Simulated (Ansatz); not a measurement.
# GaN: band gap against strain

GaN (wurtzite, P6_3mc, 11.051 Å³/atom and stress up to 0.01 GPa in the relaxed cell, c along z) under an equal strain ε along all three axes. LDA in Ansatz, a plane-wave DFT program (PAW, default set), 420 eV, 12×12×7 Γ-centred mesh, Fermi-Dirac smearing 0.05 eV; ions are relaxed, or left where forces stay under 0.02 eV/Å, within the symmetry of each cell. Gaps are the smallest over the k-mesh and a band path, without spin-orbit coupling; in all rows the valence edge lies at Γ and the conduction edge at Γ.

Here s stands for strain and Eg for gap.

```
strain (%)  gap (eV)
----------  --------
0.00           2.129
0.60           2.009
1.20           1.889
1.80           1.770
3.00               ?
```

**Question.** Using a straight line, estimate the missing Eg at s = 3.00 from the other rows, showing the fit.

**Answer.** Means: s 0.90000, Eg 1.9493. About the means, the sum of products is -0.35910 and the sum of squares of s is 1.8000; the slope is their ratio. Least squares gives Eg = 2.1288 - 0.19950·s. Residuals (row less fit): 0.0002, -0.0001, -0.0004, 0.0003; standard error 0.0004 (degrees of freedom: 2). Over these rows the gap moves by -19.95 ± 0.03 eV per unit strain, or -6.7 eV per unit of ln V. At the withheld row, Eg = 2.1288 - 0.19950 × 3.0 = 1.5303 eV. The calculation gives 1.534 eV, 0.0037 eV above the prediction (0.6 % of the range of Eg in the table). The row lies outside the fitted rows, so this is an extrapolation. The scatter of the fitted rows lies at the last printed digit.

A polynomial of degree 2 through the 5 other runs of the series gives 1.534 there, so most of the miss is curvature that the fit leaves out. Rows are the converged runs of the series near zero and its far end; series whose fitted rows scatter by over a few per cent of the range, as at a crossing or softening among them, aren't shown in this form, nor equations of state whose B0' disagrees with the runs' pressures. Most that stay on the fit to the last digits aren't either.
